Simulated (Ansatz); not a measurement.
Input and output of a self-consistent single point for VSn2 (Fddd, 12 atoms in the cell) (Ansatz, a quantum-chemistry and plane-wave program).

Computed with LDA (PW92), default PAW files made with PBE (plane waves; Ansatz).

```
CELL_PARAMETERS angstrom
      0.00000     4.70744     9.32447
      2.75603     0.00000     9.32447
      2.75603     4.70744     0.00000
ATOMIC_POSITIONS crystal
  V  0.87777 0.87777 0.62223
  V  0.62223 0.62223 0.87777
  V  0.37223 0.37223 0.62777
  V  0.62777 0.62777 0.37223
  Sn 0.91586 0.58414 0.91586
  Sn 0.58414 0.91586 0.58414
  Sn 0.33414 0.66586 0.33414
  Sn 0.66586 0.33414 0.66586
  Sn 0.16584 0.16584 0.33416
  Sn 0.33416 0.33416 0.16584
  Sn 0.08416 0.08416 0.91584
  Sn 0.91584 0.91584 0.08416
```

Reference input (self-consistent single point, DFT, LDA (PW92), plane waves, default PAW files made with PBE): basis.ecutwfc = 30.9 Ry; kpoints.mp_grid.grid = 6 6 6; hamiltonian.xc = lda; hamiltonian.pseudopotentials = {kind: paw} (the program's default PAW files); scf.occupations.method = cold; scf.occupations.width = 0.0073 Ry. This run's input differs from it in these lines:

Ansatz 0.2 input:
```diff
@@ -22,3 +22,3 @@
   mp_grid:
-    grid: [6, 6, 6]
+    grid: [11, 11, 11]
 hamiltonian:
```

The program printed (abridged):

```
SCF iter   1: F=—  HF=-58479.221869 eV  |F-HF|=—  |Δ(HF+E_count)|=         —  Δρ=8.60e-3  dr2=1.12e-1  ethr=1.77e-3  ⟨swp⟩=6.2  Hψ=78952  notcnv=0
all-band conjugate gradients solve this SCF's bands
preconditioner: auto → Kerker (q_TF=auto, 2.557 Å⁻¹)
the mixing steps aren't corrected for partly filled atomic shells, since the memory limit or a GPU had no room for it …
   [... lines left out ...]
SCF iter   6: F=—  HF=-58479.189726 eV  |F-HF|=—  |Δ(HF+E_count)|=   1.22e-4  S|Δr|=    0.00e0  Δρ=4.90e-5  dr2=8.45e-6  ethr=4.77e-8  ⟨swp⟩=2.1  Hψ=26913  notcnv=0  defer=49
SCF iter   7: F=—  HF=-58479.189725 eV  |F-HF|=—  |Δ(HF+E_count)|=   1.24e-6  S|Δr|=    0.00e0  Δρ=1.31e-5  dr2=4.76e-7  ethr=5.15e-9  ⟨swp⟩=2.7  Hψ=35179  notcnv=0  defer=52
SCF iter   8: F=-58479.189725 eV  HF=-58479.189725 eV  |F-HF|=7.94e-8  |Δ(HF+E_count)|=   8.05e-8  S|Δr|=    0.00e0  Δρ=5.51e-6  dr2=9.85e-8  ethr=6.10e-11  ⟨swp⟩=9.7  Hψ=87615  notcnv=0
SCF 1 converged in 8 iterations: F = -58479.189725 eV  dr2 = 9.85e-8
Stability not checked (fill_not_monotonic)
Free energy (F): -58479.189725 eV
Internal energy: -58479.188265 eV  (E = F + TS)
E sigma→0 (E₀):  -58479.189238 eV
Entropy (-TS):   -0.001460 eV (-0.122 meV/atom)
Fermi energy:    13.441327 eV
--- Forces (eV/Å), atoms counted from 1 ---
  atom   1  V     -0.00000000     0.00000000    -0.01707320
  atom   2  V      0.00000000     0.00000000     0.01707320
  atom   3  V      0.00000000    -0.00000000     0.01707320
  atom   4  V     -0.00000000     0.00000000    -0.01707320
   [... lines left out ...]
  atom  12  Sn    -0.00000000     0.00000000    -0.07703404
--- Stress (GPa, compression-positive) ---
       -5.680252       0.000000      -0.000000
        0.000000      -5.192694       0.000000
       -0.000000       0.000000      -5.357769
  P = ⅓ Tr σ = -5.4102 GPa (-54.102 kbar)
  The stress holds the Pulay correction. Without it, at fixed plane waves, as pw.x and ABINIT print it: P = -5.4635 GPa
```

The run converged in 8 iterations. Against the reference run the free energy hardly moves (within 1 meV/atom), the pressure stays at -5.41 GPa and the largest force goes from 0.059 to 0.077 eV/Å.

The starting cell comes from a database of computed structures (which also holds hypothetical and non-ambient phases and stackings), without a prior relaxation at this level. Spin polarisation is off. With a pressure of about -5 GPa the cell is away from its equilibrium volume at this level. Ansatz's pressure includes its estimate of the finite-basis (Pulay) stress.

Cost on one core of a shared machine: roughly 6 min.
